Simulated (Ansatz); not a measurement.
# What x(Cu) = 0.333, 3 atoms, P-3m1 does to Al

Base system: Al in the fcc (Cu type) structure (space group Fm-3m, No. 225; a = 3.991 Å).

The other end (x = 1) is Cu in the fcc (Cu type) structure (space group Fm-3m, No. 225): 11.46 Å³/atom, gap zero.

Modification: a fraction x = 0.333 of the Al sites is given to Cu, ordered in a cell of 3 atoms (starting symmetry P-3m1) and fully relaxed.

Method: DFT with r2SCAN, PAW potentials and a 500 eV plane-wave cutoff in Ansatz (a program for electronic structure), spin-orbit coupling left out, earlier PAW set. Settings: 19×19×8 k-points, 0.05 eV Fermi–Dirac smearing, for the changed cell.

```json
[
 {"quantity": "density", "base": "2.82 g/cm³", "changed": "4.55 g/cm³", "shift": "+1.73 g/cm³"},
 {"quantity": "shortest interatomic distance", "base": "2.822 Å", "changed": "2.552 Å", "shift": "-0.270 Å"},
 {"quantity": "band gap", "base": "zero", "changed": "zero", "shift": "–"},
 {"quantity": "mixing energy (to 0.01 eV only: unlike meshes or grids)", "base": "–", "changed": "-0.10 eV/atom", "shift": "–"}
]
```

Final structure:

```xyz
3
Lattice="2.8278 0.0000 0.0000 -1.4139 2.4490 0.0000 0.0000 0.0000 6.1864" Properties=species:S:1:pos:R:3 pbc="T T T"
Cu     0.0000     0.0000     0.0000
Al     0.0000     1.6326     4.2247
Al     1.4139     0.8163     1.9618
```

Cost of the whole job for the changed cell (relaxation, final SCF and bands): roughly 5 core-minutes.

These are small ordered cells, not random alloys; other orderings at the same x differ. Stability against distortions was not tested. All final runs are without spin polarisation.
